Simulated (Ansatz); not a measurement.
A constructed model of the (111) surface of fcc Ag, a layer of Si in place of the third plane (bottom of the slab: a bare face, its two planes held)

Level of theory: PBE (plane waves to 420 eV, PAW; Ansatz, an electronic-structure program).

Model: 6-atom slab, 11.6 Å thick at the start with caps and adatoms (thin: gaps and levels are the slab's own), 15x15x1 mesh, Fermi-Dirac 0.1 eV, dipole correction, 2 atoms held, the rest relaxed; held to the start's symmetry, so lower structures may exist; no spin, no spin-orbit, no U. In PBE it is, or lies within 0.01 eV a 1x1 cell of, the lowest of the 2 structures of its composition computed so far; subsurface sites and larger cells were not tried.

| Property | Value |
|---|---|
| work function of the top face | 4.48 eV |
| energy released by relaxation | 0.003 eV |
| cost | about 100 core-seconds (a rough figure) |
